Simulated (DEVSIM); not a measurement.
System: Cr/AlN/p-Ge capacitor, at 300 K.

| layer (left to right) | material | thickness (nm) | Na (cm⁻³) |
|---|---|---|---|
| 1 | AlN | 28.0 | - |
| 2 | Ge | 18000 | 1.1e15 |

Metal gate on the left, work function 4.5 eV. Fixed charge at the semiconductor interface 0 cm⁻² (in units of +e); interface traps 1.8e12 cm⁻² eV⁻¹, uniform in energy, neutral level at 0.5 of the gap above the valence band.

This is a model device: material constants are rounded textbook-type values typed into the input, and sizes, dopings and lifetimes were drawn at random. Values at 300 K.

```csv
parameter,AlN,Ge
gap (eV),6.1,0.664
affinity (eV),1.9,4
permittivity,8.5,16
Nc (cm⁻³),-,1.04e19
Nv (cm⁻³),-,6e18
```

Simulated with DEVSIM: 1D Poisson equation in equilibrium, Boltzmann statistics, complete ionisation; no quantum confinement or tunnelling. Metal contacts follow the ideal Schottky-Mott rule: no Fermi-level pinning, no interface dipoles.

The substrate doping was swept, all else fixed.

```csv
substrate doping (cm^-3),flat-band voltage (V),threshold voltage (band bending 2φF) (V),minimum of the low-frequency capacitance (μF/cm²)
5.5e13,0.09,0.22,0.144
1.1e14,0.06,[?],0.144
2.2e14,0.03,0.29,0.144
5.5e14,-0.02,0.35,0.146
1.1e15,-0.06,0.40,0.147
2.2e15,-0.10,0.46,0.149
```

### Question
What belongs in the gaps?

### Answer

- 1.1e14, threshold voltage (band bending 2φF) (V): 0.25
